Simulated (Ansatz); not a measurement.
System: LuF3 (P-3m1, No. 164, 4 atoms in the cell; start mp-1207204). Method: r²SCAN+SOC in Ansatz (PAW).

Run with plane-wave cutoff 560 eV, 12×12×8 k mesh (along the axes of the cell as run), Fermi–Dirac smearing 0.01 eV, PAW data made under PBE.

Cell (relaxed with PBEsol):

```
CELL_PARAMETERS angstrom
      3.86160     0.00000     0.00000
     -1.93080     3.34424     0.00000
      0.00000     0.00000     4.26053
ATOMIC_POSITIONS crystal
  Lu 0.00000 0.00000 0.50000
  F  0.33333 0.66667 0.60826
  F  0.66667 0.33333 0.39174
  F  0.00000 0.00000 0.00000
```

Predict the band gap and smallest direct gap on the k points sampled.


band gap: 6.82 eV (indirect)
smallest direct gap on the k points sampled: 6.90 eV

Note: cell and atoms aren't relaxed at this level (largest force component 0.03 eV/Å, pressure 0.5 GPa).

Computed values are for the static lattice.

A start named mp-… is a Materials Project structure, which need not be a measured phase.

Ansatz is an electronic-structure program.
